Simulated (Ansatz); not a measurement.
## SiO2 (Imma, No. 74, 12 atoms in the cell; start mp-600000; a measured phase of this formula has another space group)

Level of theory: r²SCAN+rVV10 in Ansatz (PAW).

Run with plane-wave cutoff 560 eV, 8×8×8 k mesh, Fermi–Dirac smearing 0.01 eV, scalar-relativistic PAW data made under PBE.

Cell (relaxed at this level):

```cif
data_O8Si4
_chemical_formula_sum 'Si4 O8'
_space_group_name_H-M_alt 'P 1'
_space_group_IT_number 1
_cell_length_a 6.95284
_cell_length_b 6.95284
_cell_length_c 6.95284
_cell_angle_alpha 135.685
_cell_angle_beta 96.788
_cell_angle_gamma 99.573
loop_
_space_group_symop_operation_xyz
  'x, y, z'
loop_
_atom_site_label
_atom_site_type_symbol
_atom_site_fract_x
_atom_site_fract_y
_atom_site_fract_z
_atom_site_occupancy
Si1 Si 0.91811 0.84085 0.07726 1
Si2 Si 0.08189 0.15915 0.92274 1
Si3 Si 0.26359 0.84085 0.42274 1
Si4 Si 0.73641 0.15915 0.57726 1
O1 O 0.11408 0.86408 0.25000 1
O2 O 0.88592 0.13592 0.75000 1
O3 O 0.77804 0.50000 0.77804 1
O4 O 0.22196 0.50000 0.22196 1
O5 O 0.22196 0.00000 0.72196 1
O6 O 0.77804 0.00000 0.27804 1
O7 O 0.00000 0.00000 0.00000 1
O8 O 0.50000 0.00000 0.50000 1
```

```
Quantity                        Value
--------  ---------------------------
band gap  6.00 eV (on the SCF k mesh)
```

Note: the relaxation could not lower the start's symmetry, so the cell can be a saddle point above a distorted one.

Static lattice: no zero-point or thermal effects.

Cost on a shared machine: about 40 core-minutes (a rough figure).

A start named mp-… is a Materials Project structure, which need not be a measured phase.

Ansatz is an electronic-structure program.
